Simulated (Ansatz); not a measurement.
Pressure series in TaAs

Consider TaAs (space group I4_1md, No. 109).

```cif
data_As4Ta4
_chemical_formula_sum 'Ta4 As4'
_space_group_name_H-M_alt 'I41md'
_space_group_IT_number 109
_space_group_name_Hall 'I 4bw -2'
_cell_length_a 3.46306
_cell_length_b 3.46306
_cell_length_c 11.73300
_cell_angle_alpha 90.000
_cell_angle_beta 90.000
_cell_angle_gamma 90.000
loop_
_atom_site_label
_atom_site_type_symbol
_atom_site_symmetry_multiplicity
_atom_site_Wyckoff_symbol
_atom_site_fract_x
_atom_site_fract_y
_atom_site_fract_z
_atom_site_occupancy
Ta1 Ta 4 a 0.00000 0.00000 0.74912 1
As1 As 4 a 0.00000 0.00000 0.16688 1
```
(The calculation used a cell of 4 atoms; values per cell refer to that cell.)

Cell and atoms are relaxed at each pressure.

Levels (all Ansatz, an electronic-structure program, PAW): PBE (420 eV, spin-orbit coupling left out); r2SCAN (500 eV, spin-orbit coupling left out).

The base cell above is that of PBE; each level relaxes its own structures.

| case | lattice parameter a, PBE | lattice parameter a, r2SCAN |
|---|---|---|
| pressure 0.9 GPa | 3.458 Å | 3.437 Å |
| pressure 2.1 GPa | 3.452 Å | ? |
| pressure 4.5 GPa | 3.440 Å | 3.420 Å |
| pressure 9 GPa | 3.419 Å | ? |
| pressure 15 GPa | 3.395 Å | ? |
| pressure 22.5 GPa | 3.368 Å | 3.351 Å |

Task: What belongs in the blanks?

Result: 
- pressure 2.1 GPa, lattice parameter a, r2SCAN: 3.431 Å
- pressure 9 GPa, lattice parameter a, r2SCAN: 3.400 Å
- pressure 15 GPa, lattice parameter a, r2SCAN: 3.377 Å

PBE lies above r2SCAN in every row, by 0.017 Å to 0.021 Å. They put the cases in the same order.

Load acts through the strain it causes; cell and atoms are relaxed under it. No phonon test of stability was made. Competing high-pressure phases were not computed. The final runs are not spin-polarised.
